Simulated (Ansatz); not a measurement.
## Response to strain in TiC

Consider TiC in the rock salt structure (space group Fm-3m, No. 225; a = 4.293 Å; relaxed with 0.1 eV smearing). Axes: x, y, z lie along the cube axes.

Strains are applied to the cell and any free atomic positions relax; under biaxial strain the out-of-plane vector relaxes too.

All numbers come from PBEsol (Ansatz, a program for electronic structure; PAW; 420 eV plane waves; spin-orbit coupling left out).

Notes on the quantities. in-plane stress: mean in-plane stress (compression positive).

```csv
change,ratio −ε⊥/ε∥,in-plane stress
"biaxial strain −3.00 %, plane normal [001], relaxed out of plane",0.47,+22.3 GPa
"biaxial strain −2.00 %, plane normal [001], relaxed out of plane",0.46,?
"biaxial strain −1.50 %, plane normal [001], relaxed out of plane",0.46,+10.2 GPa
"biaxial strain −1.00 %, plane normal [001], relaxed out of plane",0.46,+6.6 GPa
"biaxial strain −0.50 %, plane normal [001], relaxed out of plane",–,+3.2 GPa
"biaxial strain +0.50 %, plane normal [001], relaxed out of plane",–,-3.0 GPa
"biaxial strain +1.00 %, plane normal [001], relaxed out of plane",0.44,-5.9 GPa
"biaxial strain +2.00 %, plane normal [001], relaxed out of plane",0.42,-11.1 GPa
"biaxial strain +3.00 %, plane normal [001], relaxed out of plane",0.41,-15.8 GPa
```

Q: What belongs in the blanks?

A: 
- biaxial strain −2.00 %, plane normal [001], relaxed out of plane, in-plane stress: +14.0 GPa

No phonon test of stability was made. The final runs are not spin-polarised.
